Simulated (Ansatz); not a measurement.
# Convergence study of shifted k-point meshes for HgTe (R3m, 2 atoms in the cell)

```
CELL_PARAMETERS angstrom
      0.00000     3.21385     3.21385
      3.21385     0.00000     3.21385
      3.21385     3.21385     0.00000
ATOMIC_POSITIONS crystal
  Hg 0.00449 0.00449 0.00449
  Te 0.25000 0.25000 0.25000
```

Computed with PBEsol, default PAW files made with PBE (plane waves; Ansatz, a first-principles code).

Base settings: basis.ecutwfc = 420 eV; kpoints.mp_grid.grid = 7 7 7; hamiltonian.xc = pbesol; hamiltonian.pseudopotentials = {kind: paw} (the program's default PAW files); scf.occupations.method = fermi_dirac; scf.occupations.width = 0.01 eV.

In this ladder: kpoints.mp_grid.shift = 0.5 0.5 0.5.

Only quantities that move along the ladder and can be compared are tabulated.

The count of work is k-points × plane waves × bands × iterations; it is no time. 

The starting cell has typed, rounded lattice constants, without a prior relaxation at this level. Its lattice was rescaled by up to half a per cent. One atom was moved a little off its site on purpose. Ansatz's pressure includes its estimate of the finite-basis (Pulay) stress. The run gives no clean gap (levels at the Fermi energy touch, overlap or are partly filled at this smearing), which alone does not show that the compound is a metal.

Steps (kpoints.mp_grid.grid): 2 2 2; 3 3 3; 4 4 4; 5 5 5; 6 6 6; 7 7 7; 8 8 8; 9 9 9; 10 10 10; 12 12 12; 13 13 13; 14 14 14; 16 16 16; 17 17 17; 19 19 19; 21 21 21; 24 24 24; 26 26 26; 29 29 29.

**Question.** What is the coarsest kpoints.mp_grid.grid that holds the free energy within 2 meV/atom of the last step, with all finer ones?

**Answer.** 4 4 4, at 0.0044 of the last step's count of work; the step before is off by 3.1 meV/atom.

**Question.** What is the coarsest kpoints.mp_grid.grid that holds the pressure within 0.1 GPa of the last step, with all finer ones?

**Answer.** 3 3 3, at 0.0027 of the last step's count of work; the step before is off by 0.30 GPa.

**Question.** What is the coarsest kpoints.mp_grid.grid that holds the forces within 0.02 eV/Å of the last step, with all finer ones?

**Answer.** 5 5 5, at 0.0084 of the last step's count of work; the step before is off by 0.059 eV/Å.

| kpoints.mp_grid.grid | free energy less the last step's (meV/atom) | pressure (GPa) | largest difference of a force vector from the last step's (eV/Å) | count of work / last |
|---|---|---|---|---|
| 2 2 2 | 38.85 | 2.11 | 0.851 | 0.0010 |
| 3 3 3 | 3.12 | 1.83 | 0.201 | 0.0027 |
| 4 4 4 | 0.28 | 1.81 | 0.059 | 0.0044 |
| 5 5 5 | 0.03 | 1.80 | 0.018 | 0.0084 |
| 6 6 6 | 0.03 | 1.80 | 0.005 | 0.012 |
| 7 7 7 | 0.03 | 1.80 | 0.000 | 0.020 |
| 8 8 8 | 0.03 | 1.81 | 0.001 | 0.027 |
| 9 9 9 | 0.03 | 1.81 | 0.001 | 0.038 |
| 10 10 10 | 0.03 | 1.81 | 0.001 | 0.049 |
| 12 12 12 | 0.02 | 1.81 | 0.001 | 0.081 |
| 13 13 13 | 0.02 | 1.81 | 0.001 | 0.10 |
| 14 14 14 | 0.01 | 1.81 | 0.001 | 0.12 |
| 16 16 16 | 0.01 | 1.81 | 0.000 | 0.18 |
| 17 17 17 | 0.01 | 1.81 | 0.000 | 0.22 |
| 19 19 19 | 0.01 | 1.81 | 0.000 | 0.30 |
| 21 21 21 | 0.00 | 1.81 | 0.000 | 0.40 |
| 24 24 24 | 0.00 | 1.81 | 0.000 | 0.58 |
| 26 26 26 | 0.00 | 1.81 | 0.000 | 0.73 |
| 29 29 29 | 0.00 | 1.81 | 0.000 | 1.0 |

Keys are those of Ansatz 0.2.
